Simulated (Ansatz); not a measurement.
InP (F-43m) under hydrostatic pressure (compression positive): hole conductivity mass by r2SCAN with spin-orbit coupling, rigid bands (plane waves, PAW; Ansatz, a first-principles code). The unloaded cell, whose axes the loads refer to:

```
CELL_PARAMETERS angstrom
      0.00000     2.93899     2.93899
      2.93899     0.00000     2.93899
      2.93899     2.93899     0.00000
ATOMIC_POSITIONS crystal
  In 0.00000 0.00000 0.00000
  P  0.25000 0.25000 0.25000
```

```csv
hydrostatic pressure (compression positive) (GPa),volume per atom (Å³),hole conductivity mass (mₑ)
-3,26.71,0.592
-2,26.22,0.580
-1,25.79,0.568
0,25.39,0.558
1,25.03,0.549
2,24.69,0.541
4,24.08,0.526
6,23.55,?
```

Problem. Fit a straight line to ln(hole conductivity mass) against the load over the rows given, and predict the row at 6 GPa.

Solution. The means are x̄ = 0.143 GPa and ȳ = -0.5821; Σ(x − x̄)(y − ȳ) = -0.5882 and Σ(x − x̄)² = 34.86, so the slope is -1.69 % per GPa, and the rows given lie within 0.48 % of the line. At 6 GPa the line gives 0.506 mₑ; the calculation gives 0.512 mₑ, 1.1 % from it.

Masses are for dilute carriers at 300 K, harmonic means over directions unless an axis is named. Stresses and pressures are the targets of the relaxation. The structure type is held at every load. Geometry: cell and atoms relaxed with PBEsol.
